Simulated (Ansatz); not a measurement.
# Ag under a change: tensor shear ε_xy = +0.29 %

Start from Ag in the fcc (Cu type) structure (space group Fm-3m, No. 225; a = 4.054 Å; relaxed with 0.1 eV smearing). Axes: x, y, z lie along the cube axes.

It is then changed as follows: a pure shear with ε_xy = ε_yx = 0.0029, atoms relaxed at fixed cell.

Calculations: DFT with PBEsol, PAW potentials and a 420 eV plane-wave cutoff in Ansatz (a first-principles code), without spin-orbit coupling. Settings: 28×28×28 k-points, 0.1 eV Fermi–Dirac smearing.

Space group: Immm (No. 71) (base Fm-3m (No. 225))
Energy relative to the base (free energy F): +0.1 meV/atom
Band gap: zero (base zero)
Stress (xx, yy, zz, yz, xz, xy; compression positive): (0.0, 0.0, 0.0, 0.0, 0.0, -0.3) GPa

The cells carry an imposed strain or load. Whether these cells are dynamically stable was not tested.
